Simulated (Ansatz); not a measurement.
Ansatz (a quantum-chemistry and plane-wave program) run on LaGe₃Ir (I4mm, 5 atoms in the cell): self-consistent single point.

Level of theory: PBEsol, default PAW files made with PBE (plane waves; Ansatz).

The change in words: lattice scaled by 0.98; basis.ecutwfc: 420 eV → 505 eV. Reference geometry:
```
LaGe3Ir
1.0
   -2.23029     2.23029     5.06692
    2.23029    -2.23029     5.06692
    2.23029     2.23029    -5.06692
La Ge Ir
1 3 1
Direct
  0.58346   0.58346   0.00000
  0.34263   0.84263   0.50000
  0.84263   0.34263   0.50000
  0.00049   0.00049   0.00000
  0.23877   0.23877   0.00000
```

Reference input (self-consistent single point, DFT, PBEsol, plane waves, default PAW files made with PBE): basis.ecutwfc = 420 eV; kpoints.mp_grid.grid = 5 5 5; hamiltonian.xc = pbesol; hamiltonian.pseudopotentials = {kind: paw} (the program's default PAW files); scf.occupations.method = gaussian; scf.occupations.width = 0.1 eV. This run's input differs from it in these lines:

Ansatz 0.2 input:
```diff
@@ -2,5 +2,5 @@
   lattice:
-    - [-2.23028600, 2.23028600, 5.06692000]
-    - [2.23028600, -2.23028600, 5.06692000]
-    - [2.23028600, 2.23028600, -5.06692000]
+    - [-2.18568000, 2.18568000, 4.96558200]
+    - [2.18568000, -2.18568000, 4.96558200]
+    - [2.18568000, 2.18568000, -4.96558200]
   atoms:
@@ -12,3 +12,3 @@
 basis:
-  ecutwfc: 420.0
+  ecutwfc: 505.0
 kpoints:
```

Output, abridged:

```
SCF iter   1: F=—  HF=-30724.606238 eV  |F-HF|=—  |Δ(HF+E_count)|=         —  Δρ=3.79e-3  dr2=1.18e-2  ethr=1.77e-3  ⟨swp⟩=5.6  Hψ=2495  notcnv=0
all-band conjugate gradients solve this SCF's bands
preconditioner: auto → Kerker (q_TF=auto, 2.593 Å⁻¹)
SCF iter   2: F=—  HF=-30724.605027 eV  |F-HF|=—  |Δ(HF+E_count)|=   1.21e-3  Δρ=2.16e-3  dr2=4.06e-3  ethr=1.69e-5  ⟨swp⟩=2.0  Hψ=1380  notcnv=0
   [... lines left out ...]
SCF iter   5: F=—  HF=-30724.604527 eV  |F-HF|=—  |Δ(HF+E_count)|=   5.88e-5  Δρ=8.15e-5  dr2=6.94e-6  ethr=7.24e-8  ⟨swp⟩=2.0  Hψ=1261  notcnv=0
SCF iter   6: F=—  HF=-30724.604526 eV  |F-HF|=—  |Δ(HF+E_count)|=   8.07e-7  Δρ=2.14e-5  dr2=6.84e-7  ethr=9.91e-9  ⟨swp⟩=2.1  Hψ=1160  notcnv=0
SCF iter   7: F=—  HF=-30724.604526 eV  |F-HF|=—  |Δ(HF+E_count)|=   7.13e-8  Δρ=1.03e-5  dr2=1.55e-7  ethr=1.43e-10  ⟨swp⟩=9.2  Hψ=3440  notcnv=0
SCF iter   8: F=-30724.604526 eV  HF=-30724.604526 eV  |F-HF|=9.31e-9  |Δ(HF+E_count)|=   4.91e-8  Δρ=2.69e-6  dr2=1.06e-8  ethr=1.43e-10  ⟨swp⟩=4.0  Hψ=2701  notcnv=0
SCF 1 converged in 8 iterations: F = -30724.604526 eV  dr2 = 1.06e-8
Free energy (F): -30724.604526 eV
Internal energy: -30724.592959 eV  (E = F + TS)
E sigma→0 (E₀):  -30724.598743 eV
Entropy (-TS):   -0.011567 eV (-2.313 meV/atom)
Fermi energy:    14.887703 eV
--- Forces (eV/Å), atoms counted from 1 ---
  atom   1  La     0.00000000    -0.00000000    -0.20585713
  atom   2  Ge     0.00000000     0.00000000     0.25204081
  atom   3  Ge    -0.00000000     0.00000000     0.25204081
  atom   4  Ge    -0.00000000     0.00000000    -0.19785841
  atom   5  Ir    -0.00000000    -0.00000000    -0.10039743
--- Stress (GPa, compression-positive) ---
        4.025256       0.000000      -0.000000
        0.000000       4.025256      -0.000000
       -0.000000       0.000000       4.261624
  P = ⅓ Tr σ = 4.1040 GPa (41.040 kbar)
  The stress holds the Pulay correction. Without it, at fixed plane waves, as pw.x and ABINIT print it: P = 4.0830 GPa
```

The run converged in 8 iterations. Against the reference run the free energy hardly moves (within 1 meV/atom), the pressure goes from -3.43 to 4.10 GPa and the largest force goes from 0.229 to 0.252 eV/Å.

The starting cell comes from a database of computed structures (which also holds hypothetical and non-ambient phases and stackings), without a prior relaxation at this level. Its lattice was rescaled by up to half a per cent. One atom was moved a little off its site on purpose. For this run, on top of that: lattice scaled by 0.98. Spin polarisation is off. Ansatz's pressure includes its estimate of the finite-basis (Pulay) stress.
